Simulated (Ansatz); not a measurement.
```xyz
2
Lattice="0.0000 2.7385 2.9082 2.7385 0.0000 2.9082 2.7385 2.7385 0.0000" Properties=species:S:1:pos:R:3 pbc="T T T"
Zn     0.0000     0.0000     0.0000
Se     1.3693     1.3693     1.4541
```

Method: r2SCAN with spin-orbit coupling, rigid bands (plane waves, PAW; Ansatz, a program for electronic structure). Condition of this run: biaxial stress in (001) of 2.4 GPa (compression positive) (the target of the relaxation). Geometry: cell and atoms relaxed with PBEsol, then loaded as said.

Question: Predict the electron conductivity mass (n e² τ/σ) at 300 K, by direction if it differs.

Answer: 0.138 mₑ.

Question: Predict the hole conductivity mass (n e² τ/σ) at 300 K, by direction if it differs.

Answer: 0.44 (x), 0.44 (y), 0.73 (z) mₑ.

Question: And the band gap?

Answer: 1.82 eV at this level; semilocal functionals usually fall short of the measured gap.

Rigid bands, one relaxation time for all states, no polarons. Geometry: cell and atoms relaxed with PBEsol.
